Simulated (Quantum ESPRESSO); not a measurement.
Band structure of MgAu₂F₁₂ (P-4m2, 15 atoms in the cell).

```
Mg(AuF6)2
1.0
    6.00792     0.00000     0.00000
    0.00000     6.00792     0.00000
    0.00000     0.00000     7.08896
Mg Au F
1 2 12
Direct
  0.00000   0.00000   0.00000
  0.00000   0.50000   0.21629
  0.50000   0.00000   0.78371
  0.24177   0.20432   0.80064
  0.20432   0.75823   0.19936
  0.75823   0.79568   0.80064
  0.79568   0.24177   0.19936
  0.75823   0.20432   0.80064
  0.79568   0.75823   0.19936
  0.24177   0.79568   0.80064
  0.20432   0.24177   0.19936
  0.00000   0.50000   0.49113
  0.50000   0.00000   0.50887
  0.00000   0.50000   0.93968
  0.50000   0.00000   0.06032
```

Computed with PBEsol, PseudoDojo standard norm-conserving (PBESOL) pseudopotentials (plane waves; Quantum ESPRESSO 7.5).

Settings: ecutwfc = 85 Ry; occupations = smearing; smearing = gauss; degauss = 0.00147 Ry; potentials = {Mg: Mg.upf, Au: Au.upf, F: F.upf}; K_POINTS = automatic 3 3 2 1 1 1; nbnd = 72; conv_thr = 1e-10 Ry; mixing_beta = 0.7.

The starting cell comes from a database of computed structures (which also holds hypothetical and non-ambient phases and stackings), without a prior relaxation at this level. Its lattice was rescaled by a random factor within 2.5 % of one. Spin-orbit coupling is off.

Problem. Predict the gap along the standard path and the places of the band edges.

Solution. The gap along the path is 1.08 eV, direct at M to within 0.01 eV. Another conduction valley lies within 0.1 eV, so the order of the valleys is not sure.

Levels in eV from the top of the valence band on the SCF mesh, bands 63 to 70:
| point | 63 | 64 | 65 | 66 | 67 | 68 | 69 | 70 |
|---|---|---|---|---|---|---|---|---|
| Γ | -0.20 | -0.20 | 0.00 | 0.00 | 1.50 | 1.51 | 1.53 | 2.11 |
| X | -0.17 | -0.15 | -0.11 | -0.09 | 1.39 | 1.56 | 1.89 | 1.95 |
| M | -0.25 | -0.17 | -0.02 | 0.04 | 1.12 | 1.12 | 2.00 | 2.00 |
| Z | -0.19 | -0.19 | -0.09 | -0.09 | 1.51 | 1.51 | 1.82 | 2.09 |
| R | -0.25 | -0.24 | -0.16 | -0.15 | 1.41 | 1.57 | 2.03 | 2.08 |
| A | -0.25 | -0.11 | -0.10 | -0.07 | 1.20 | 1.20 | 2.08 | 2.08 |
